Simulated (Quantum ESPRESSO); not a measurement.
Quantum ESPRESSO is run on MgW4O12 (P-4, 17 atoms in the cell), and the run fails. The aim is a self-consistent single point with DFT, PBEsol+U, plane waves, GBRV 1.5 ultrasoft (PBESOL) pseudopotentials.

Cell that was meant: a = 5.3745 Å, b = 5.3745 Å, c = 7.8369 Å, α = 90.00°, β = 90.00°, γ = 90.00°.

Part of the input:

```fortran
/
&ELECTRONS
 conv_thr = 1.0d-10,
 electron_maxstep = 5,
 mixing_beta = 0.3,
/
ATOMIC_SPECIES
```

Log, with long lists cut:

```
     Self-consistent Calculation

     iteration #  1     ecut=    40.00 Ry     beta= 0.30

---- Real-time Memory Report at c_bands before calling an iterative solver
           982 MiB given to the printing process from OS
           223 MiB allocation reported by mallinfo(arena+hblkhd)
------------------

     =================== HUBBARD OCCUPATIONS ===================
     ------------------------ ATOM    2 ------------------------
     Tr[ns(  2)] (up, down, total) =   1.12914  1.01215  2.14129
     Atomic magnetic moment for atom   2 =   0.11699
     SPIN  1
     eigenvalues:
   [... lines left out ...]
     SPIN  1
     eigenvalues:
       0.303  0.361  0.376  0.385  0.452
     SPIN  2
     eigenvalues:
       0.275  0.301  0.306  0.371  0.381
   [... 3 blocks of this kind left out ...]

     Number of occupied Hubbard levels =   14.2247

     negative rho (up, down):  1.260E-01 1.198E-01

     HUBBARD ENERGY =    1.9090  (Ry)

     total energy              =   -1146.88227151 Ry
     estimated scf accuracy    <       0.01182876 Ry

     total magnetization       =     2.00 Bohr mag/cell
     absolute magnetization    =     3.23 Bohr mag/cell
     End of self-consistent calculation

     convergence NOT achieved after   5 iterations: stopping

   JOB DONE.
```

Question: What caused this, and what should be changed?

Answer: The fault is an iteration limit that is too low. The loop is cut before its threshold is met, so whatever is printed at the end is not self-consistent. To fix it, raise the limit, or leave it to the default. The run ended unconverged after 5 iterations.

An input that runs soundly differs in these lines (not the only fix; some lines may just follow from the change or write a value another way):
```diff
- electron_maxstep = 5,
```

With that input, the run converged in 27 iterations: free energy E − TS -15604.2009 eV; top of the valence band (on the code's own zero) 7.57 eV; gap on the k-point mesh 1.47 eV; pressure -10.61 GPa; largest force (vector length) 0.454 eV/Å (DFT, PBEsol+U, plane waves, GBRV 1.5 ultrasoft (PBESOL) pseudopotentials).

On the sound input: the starting cell comes from a database of computed structures (which also holds hypothetical and non-ambient phases and stackings), without a prior relaxation at this level. Spin-orbit coupling is off. The magnetic order is the one reached from the typed start; others were not searched systematically. With U or open f shells several self-consistent states can exist. With a pressure of about -11 GPa the cell is away from its equilibrium volume at this level. The shifted mesh does not hold Γ, so a gap read on it misses any band edge there.
